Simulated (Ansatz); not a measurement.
Consider interstitial H in bixbyite In2O3 with all lengths changed by +1 %, charge state +1. Calculation: PBE, PAW (plane waves to 420 eV; Ansatz, a quantum-chemistry and plane-wave program).

Settings: 80 host sites, the strained lattice (strain from the relaxed PBE one, atoms relaxed), one k-point at (0.250, 0.250, 0.250), smearing 0.01 eV, spin-restricted, no image-charge correction. No zero-point or tunnelling terms. The charge state is imposed; whether it is stable for some Fermi level was not computed. Sites that were not tried may lie lower.

Barriers: single points on a 2×2×2 k-point mesh shifted by half a step at the bands' geometries.

The step: several atoms move together, H the farthest. Atoms about the jump, Cartesian Å from the middle of the jump, before and after:

| atom | x0 | y0 | z0 | x1 | y1 | z1 |
|---|---|---|---|---|---|---|
| H1 | -0.92 | 0.20 | 0.66 | 0.92 | -0.20 | -0.66 |
| O2 | -0.23 | 0.80 | 0.27 | 0.39 | 0.51 | -0.20 |
| In3 | 1.55 | 0.01 | 1.53 | 1.62 | 0.03 | 1.60 |
| In4 | -1.16 | -0.02 | -1.65 | -1.23 | -0.01 | -1.64 |
| O5 | 2.47 | -1.36 | 0.02 | 2.49 | -1.38 | 0.00 |
| O6 | -2.24 | -0.94 | 0.08 | -2.26 | -0.94 | 0.03 |
| O7 | 0.49 | -1.36 | -2.31 | 0.50 | -1.38 | -2.31 |
| O8 | 0.11 | -1.42 | 2.45 | 0.14 | -1.42 | 2.46 |
| In9 | 1.57 | 2.34 | -1.21 | 1.54 | 2.27 | -1.17 |
| O10 | 2.78 | 1.47 | 0.43 | 2.90 | 1.46 | 0.48 |
| O11 | 0.12 | 1.48 | -2.65 | 0.07 | 1.46 | -2.74 |
| In12 | 1.49 | -2.94 | -1.14 | 1.50 | -2.97 | -1.15 |
| In13 | -1.46 | -2.61 | 1.47 | -1.44 | -2.57 | 1.44 |
| O14 | 0.50 | 1.42 | 2.90 | 0.48 | 1.45 | 2.82 |
| In15 | -0.79 | 2.69 | 1.54 | -0.84 | 2.79 | 1.62 |

**Question.** Where do these atoms stand at the saddle point, and how high is it?

**Answer.** 
| atom | x | y | z |
|---|---|---|---|
| H1 | 0.22 | -0.18 | 0.00 |
| O2 | 0.08 | 0.79 | 0.01 |
| In3 | 1.70 | 0.08 | 1.65 |
| In4 | -1.25 | 0.02 | -1.70 |
| O5 | 2.46 | -1.34 | 0.05 |
| O6 | -2.25 | -0.95 | 0.00 |
| O7 | 0.46 | -1.36 | -2.30 |
| O8 | 0.16 | -1.38 | 2.42 |
| In9 | 1.52 | 2.25 | -1.18 |
| O10 | 2.88 | 1.47 | 0.47 |
| O11 | 0.07 | 1.47 | -2.74 |
| In12 | 1.48 | -2.93 | -1.14 |
| In13 | -1.44 | -2.58 | 1.44 |
| O14 | 0.51 | 1.45 | 2.87 |
| In15 | -0.79 | 2.71 | 1.55 |
It lies 0.59 eV above the start and 0.29 eV above the end. The saddle point's order was not checked.
